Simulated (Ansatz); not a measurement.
# Parameter sweep on SrZn (Pnma, 8 atoms in the cell)

```yaml
crystal:
  lattice:
    - [8.88339, 0.00000, 0.00000]
    - [0.00000, 4.54911, 0.00000]
    - [0.00000, 0.00000, 6.23291]
  atoms:
    - { symbol: Sr, position: [0.67838, 0.25000, 0.39230] }
    - { symbol: Sr, position: [0.32162, 0.75000, 0.60770] }
    - { symbol: Sr, position: [0.82162, 0.75000, 0.89230] }
    - { symbol: Sr, position: [0.17838, 0.25000, 0.10770] }
    - { symbol: Zn, position: [0.52382, 0.25000, 0.91107] }
    - { symbol: Zn, position: [0.47618, 0.75000, 0.08893] }
    - { symbol: Zn, position: [0.97618, 0.75000, 0.41107] }
    - { symbol: Zn, position: [0.02382, 0.25000, 0.58893] }
```

Base run A: PBEsol, PAW files made with PBE (Ansatz, a quantum-chemistry and plane-wave program), self-consistent single point.

Its settings: basis.ecutwfc = 420 eV; kpoints.mp_grid.grid = 3 6 5; hamiltonian.xc = pbesol; hamiltonian.pseudopotentials = {kind: paw} (the program's default PAW files); scf.occupations.method = gaussian; scf.occupations.width = 0.2 eV.

The starting cell comes from a database of computed structures (which also holds hypothetical and non-ambient phases and stackings), without a prior relaxation at this level. Ansatz's pressure includes its estimate of the finite-basis (Pulay) stress.

ΔF is the free energy per atom less that of run A. 

Run A gave: pressure (GPa) -1.12; largest force (eV/Å) 0.035; TS (meV/atom) 17.3; k-points 24.

Runs:
- B: kpoints.mp_grid.grid, scf.occupations.width = 2 4 3, 0.03 eV
- C: kpoints.mp_grid.grid, scf.occupations.width = 2 4 3, 0.1 eV
- D: kpoints.mp_grid.grid, scf.occupations.width = 2 4 3, 0.3 eV
- E: kpoints.mp_grid.grid, scf.occupations.width = 3 5 4, 0.03 eV
- F: kpoints.mp_grid.grid, scf.occupations.width = 3 5 4, 0.1 eV
- G: kpoints.mp_grid.grid, scf.occupations.width = 3 5 4, 0.3 eV
- H: kpoints.mp_grid.grid, scf.occupations.width = 3 6 5, 0.03 eV
- I: kpoints.mp_grid.grid, scf.occupations.width = 3 6 5, 0.1 eV
- J: kpoints.mp_grid.grid, scf.occupations.width = 3 6 5, 0.3 eV
- K: kpoints.mp_grid.grid, scf.occupations.width = 4 7 5, 0.03 eV
- L: kpoints.mp_grid.grid, scf.occupations.width = 4 7 5, 0.1 eV
- M: kpoints.mp_grid.grid, scf.occupations.width = 4 7 5, 0.3 eV

**Question.** What does run J change against A?

**Answer.** The free energy falls by 10.5 meV/atom, the pressure stays at -1.12 GPa and the largest force moves little (0.035 to 0.033 eV/Å).

**Question.** What does run I change against A?

**Answer.** The free energy goes up by 6.7 meV/atom, the pressure hardly changes (-1.12 to -1.11 GPa) and the largest force goes from 0.035 to 0.042 eV/Å.

| run | ΔF (meV/atom) | pressure (GPa) | largest force (eV/Å) | TS (meV/atom) | k-points |
|---|---|---|---|---|---|
| A | 0.00 | -1.12 | 0.035 | 17.3 | 24 |
| B | 6.1 | -1.02 | 0.119 | 0.8 | 12 |
| C | 3.5 | -1.02 | 0.119 | 4.2 | 12 |
| D | -11.4 | -1.09 | 0.101 | 35.5 | 12 |
| E | 8.2 | -1.08 | 0.113 | 0.4 | 18 |
| F | 6.1 | -1.09 | 0.101 | 4.7 | 18 |
| G | -11.8 | -1.12 | 0.075 | 37.9 | 18 |
| H | 8.8 | -1.12 | 0.045 | 0.4 | 24 |
| I | 6.7 | -1.11 | 0.042 | 4.5 | 24 |
| J | -10.5 | -1.12 | 0.033 | 37.0 | 24 |
| K | 8.7 | -1.09 | 0.014 | 0.2 | 36 |
| L | 7.1 | -1.09 | 0.017 | 3.9 | 36 |
| M | -8.9 | -1.11 | 0.022 | 36.3 | 36 |

Keys are those of Ansatz 0.2.
